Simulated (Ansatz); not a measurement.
Base system: TaS₂ in the CdI2 type structure (space group P-3m1, No. 164; a = 3.332 Å, c = 5.785 Å; layered, stacked along the Cartesian z axis; relaxed with 0.1 eV smearing).

Method: PBE-D3(BJ), PAW, 420 eV (Ansatz, an electronic-structure program; without spin-orbit coupling), earlier PAW set.

Before the change:

```
Item       Result
--------  -------
Pressure  0.0 GPa
```

One thing is altered: an isotropic linear strain of −0.90 %, atoms relaxed at fixed cell.

Problem. What does the calculation give for the energy relative to the base after the change?

Solution. The energy rises by 2.6 meV/atom.

Problem. Predict the new pressure.

Solution. The pressure (mean of the normal stresses, compression positive) goes from zero to 1.7 GPa.

Problem. Predict the new largest internal atomic displacement.

Solution. The largest internal atomic displacement comes out as 0.024 Å.

Whether these cells are dynamically stable was not tested. All final runs are without spin polarisation. An odd electron count without spin: TaS2.
